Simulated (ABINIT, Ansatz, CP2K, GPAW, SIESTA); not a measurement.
**Code comparison for GaP (F-43m, 2 atoms in the cell)**

Band-structure calculation.

```yaml
crystal:
  lattice:
    - [0.00000, 2.77978, 2.77978]
    - [2.77978, 0.00000, 2.77978]
    - [2.77978, 2.77978, 0.00000]
  atoms:
    - { symbol: Ga, position: [0.00000, 0.00000, 0.00000] }
    - { symbol: P, position: [0.25000, 0.25000, 0.25000] }
```

Shared settings, as Ansatz (a quantum-chemistry and plane-wave program) writes them: kpoints.mp_grid.grid = 5 5 5; scf.occupations.method = fixed. Potentials and cutoffs stand in the table.

```
code                                                                                                                      model  gap along the path (eV)  smallest direct gap (eV)       cutoff
------  -----------------------------------------------------------------------------------------------------------------------  -----------------------  ------------------------  -----------
SIESTA  GGA PBE, numerical atomic orbitals DZP, PseudoDojo PBE standard norm-conserving potentials (rewritten from UPF to PSML)                     1.44                      1.44  grid 400 Ry
Ansatz                                                                                                           PBE, PAW files                     1.34                      1.34      default
ABINIT                                                 PBE, norm-conserving pseudopotentials (PseudoDojo nc-sr-05 PBE standard)                     1.33                      1.33        80 Ry
CP2K                                                    PBE, GPW, DZVP-MOLOPT-SR-GTH basis, GTH-PBE potentials (GTH_POTENTIALS)                     1.29                      1.29  grid 600 Ry
GPAW                                                                               PBE, GPAW PAW datasets PBE (gpaw-data 1.0.1)                     1.40                      1.40       600 eV
```

The spread over the programs that give each value: gap along the path within 0.15 eV; smallest direct gap within 0.15 eV.

SIESTA and CP2K use small atom-centred bases, whose incompleteness enters pressures, forces and empty levels differently from a plane-wave cutoff.

The starting cell comes from a database of computed structures (which also holds hypothetical and non-ambient phases and stackings), without a prior relaxation at this level. Its lattice was rescaled by a random factor within 2.5 % of one.

Left out of this page: Quantum ESPRESSO and Elk (not drawn, or without a comparable value); FLEUR (with a known weakness of the program).

Keys are those of Ansatz 0.2.
